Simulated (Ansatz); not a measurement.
Consider Cu in the fcc (Cu type) structure (space group Fm-3m, No. 225; relaxed with 0.1 eV smearing).

```yaml
crystal:
  lattice:
    - [0.00000, 1.78951, 1.78951]
    - [1.78951, 0.00000, 1.78951]
    - [1.78951, 1.78951, 0.00000]
  atoms:
    - { symbol: Cu, position: [0.00000, 0.00000, 0.00000] }
```

Cartesian axes are those of the cell as printed.

All numbers come from Kohn–Sham DFT with the r2SCAN functional, run in Ansatz (an electronic-structure program) with PAW and 500 eV plane waves, no spin-orbit coupling, earlier PAW set.

Before the change:

```
Quantity                         Value
-----------------------------  -------
Shortest interatomic distance  2.531 Å
```

It is then changed as follows: biaxial strain +0.45 %, plane normal [111], relaxed out of plane (Cartesian); in-plane vectors clamped, the third vector and the atoms free.

Task: What does the calculation give for the out-of-plane strain after the change?

Result: The out-of-plane strain amounts to -0.32 %.

Task: Predict the new energy relative to the base.

Result: The energy goes up by 0.4 meV/atom.

Task: Predict the new in-plane stress.

Result: The mean in-plane stress (compression positive) comes out as -1.4 GPa.

Task: What does the calculation give for the shortest interatomic distance after the change?

Result: The shortest interatomic distance is nearly the same (2.531 Å against 2.529 Å).

Stability against distortions was not tested. The final runs are not spin-polarised.
